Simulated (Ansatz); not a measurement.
Consider TiAu in the CsCl type structure (space group Pm-3m, No. 221; a = 3.2180 Å).

The values are results of PBEsol/PAW in Ansatz (a first-principles code), no spin-orbit coupling, not measurements.

One change was made to it. Results:

The density grows by 0.02 g/cm³ (12.20 g/cm³ → 12.22 g/cm³); the shortest interatomic distance is nearly the same (2.787 Å against 2.785 Å).

**Question.** Name the change that was made.
(A) pressure 0.3 GPa
(B) pressure 3 GPa
(C) pressure 7.5 GPa
(D) pressure 10 GPa

**Answer.** A, pressure 0.3 GPa. For comparison, the density in the other runs: pressure 3 GPa gives 12.42 g/cm³; pressure 10 GPa gives 12.89 g/cm³; pressure 7.5 GPa gives 12.73 g/cm³.

Load acts through the strain it causes; cell and atoms are relaxed under it. Whether these cells are dynamically stable was not tested. Competing high-pressure phases were not computed. All final runs are without spin polarisation. An odd electron count without spin: TiAu.
